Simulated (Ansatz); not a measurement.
System: A15 Nb3Sn (cubic form, which distorts at low temperature). Method: BLYP (PAW; Ansatz, an electronic-structure program).

Run with plane-wave cutoff 520 eV, 10×10×10 k mesh, Fermi–Dirac smearing 0.05 eV, no spin polarisation, scalar-relativistic PAW data made under PBE.

The volume scan:

| V (Å³/atom) | E − E_lowest (meV/atom) |
|---|---|
| 18.434 | 35.32 |
| 18.826 | 15.08 |
| 19.219 | 3.60 |
| 19.611 | 0.00 |
| 20.003 | 3.48 |
| 20.395 | 13.33 |
| 20.787 | 28.90 |

**Question.** Fit the third-order Birch–Murnaghan equation and give B0 and B′.

**Answer.** V0 = 19.607 Å³/atom, B0 = 145 GPa, B′ = 4.3 (fit to the energies at full precision).

Measured, for comparison: bulk modulus 165 GPa (4 K, zero-point motion not removed; as tabulated in Lu and Klein (1997), arXiv:cond-mat/9704251); equilibrium volume per atom 18.49 Å³/atom (temperature not stated, not corrected to a static lattice; as tabulated in Priinits et al. (2024), arXiv:2406.00817). Computed (rounded) less measured: bulk modulus -12 %, equilibrium volume per atom +6.1 %.

Note: symmetry holds this phase in the static calculation, where it need not be a minimum.

Spin–orbit coupling is not included.

The computed numbers hold no vibrational or temperature effects.

The result took very roughly 4 core-minutes.
